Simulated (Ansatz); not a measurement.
Base system: an 8-atom supercell of BN in the zinc blende structure (space group F-43m, No. 216; a = 3.606 Å) at its relaxed geometry.

Level of theory: Ansatz (a quantum-chemistry and plane-wave program) PBEsol, scalar-relativistic without spin-orbit coupling.

One neutral defect a cell, atoms relaxed at fixed cell.

One change was made to it. Results:

The pressure goes from zero to 26.1 GPa; the largest displacement of a host atom from its site in the perfect cell amounts to 0.02 Å.

Question: What was done to the base?
A) N vacancy, symmetric start
B) H interstitial (started 1.56 Å from the nearest host atom)
C) B vacancy, symmetric start

Answer: B, H interstitial (started 1.56 Å from the nearest host atom). For comparison, the pressure in the other runs: B vacancy, symmetric start gives 3.7 GPa; N vacancy, symmetric start gives -4.4 GPa.

The magnetic state is the one reached from the starting moments; the real material's order can differ, and small cells can't hold many antiferromagnetic ones. In so small a cell the defect repeats every few ångströms: this is an ordered compound, not a dilute defect. The mesh was chosen for an insulator and is coarse for the gapless case. Defects with a symmetric start kept the site's symmetry and may sit on a saddle; the others started slightly shaken. Starting moments died away, wholly or in part, for N vacancy; another magnetic solution may exist.
